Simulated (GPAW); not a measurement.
Band structure of AlNi (Pm-3m, 2 atoms in the cell).

```xyz
2
Lattice="2.8214 0.0000 0.0000 0.0000 2.8214 0.0000 0.0000 0.0000 2.8214" Properties=species:S:1:pos:R:3 pbc="T T T"
Al     1.4107     1.4107     1.4107
Ni     0.0000     0.0000     0.0000
```

Level of theory: PBE, GPAW PAW datasets PBE (gpaw-data 1.0.1) (plane waves; GPAW 25.7.0).

Settings: mode = pw; ecut = 850 eV; xc = PBE; kpts = 9 9 9; mesh shift (steps) = 0 0 0; occupations.name = methfessel-paxton; occupations.width = 0.272 eV; occupations.order = 0; nbands = -8; convergence.forces = 0.001 eV/Å; symmetry.symmorphic = false; symmetry.tolerance = 0.0005; maxiter = 100; bandpath_npoints = 40.

The starting cell comes from a database of computed structures (which also holds hypothetical and non-ambient phases and stackings), without a prior relaxation at this level. Its lattice was rescaled by a random factor within 2.5 % of one. Spin polarisation is off.

Levels in eV from the Fermi level, bands 6 to 13:
```csv
point,6,7,8,9,10,11,12,13
Γ,-3.62,-1.69,-1.69,-1.69,5.69,5.69,5.69,8.36
X,-3.09,-2.48,-2.48,-1.59,-0.70,8.27,10.23,10.23
M,-3.17,-3.17,-2.30,-2.30,-1.12,1.57,2.86,12.93
R,-4.48,-1.09,-1.09,1.83,1.83,1.83,4.20,4.81
```

Bands cross the Fermi level along this path, so the cell is metallic at this level.
